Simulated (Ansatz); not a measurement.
Candidates (primitive cells; geometry: relaxed with this functional, without spin-orbit coupling):
A. AuIn2 (Fm-3m), a = 4.6272 Å, b = 4.6272 Å, c = 4.6272 Å, α = 60.00°, β = 60.00°, γ = 60.00°
B. PdAl (P2_13), a = 4.850 Å, b = 4.850 Å, c = 4.850 Å, α = 90.00°, β = 90.00°, γ = 90.00°
C. LuHg (Pm-3m), a = b = c = 3.590 Å, α = β = γ = 90.00°
D. NbC (Fm-3m), a = 3.146 Å, b = 3.146 Å, c = 3.146 Å, α = 60.00°, β = 60.00°, γ = 60.00°
E. PdCu (Pm-3m), a = b = c = 2.962 Å, α = β = γ = 90.00°

Problem. Rank these by resistivity at 300 K (lowest first), as PBEsol, DFPT electron-phonon coupling, linearised Boltzmann equation in Ansatz (a first-principles code) gives it.

Solution. E (4.6 μΩ·cm), A (7.9 μΩ·cm), B (13.5 μΩ·cm), D (18.1 μΩ·cm), C (25 μΩ·cm)

Metals; harmonic phonons alone scatter; means over directions. Halving the electron mesh moves these values by up to 8 %; q meshes are mostly untested. Some of the runs warned that the eigensolver left states short of its tolerance. Spin-orbit coupling is left out.

Formula and space group known from diffraction (Crystallography Open Database), not checked to be the room-temperature form: AuIn2 (Fm-3m), LuHg (Pm-3m), PdCu (Pm-3m). The missing spin-orbit coupling matters most for AuIn2 (Fm-3m), LuHg (Pm-3m).
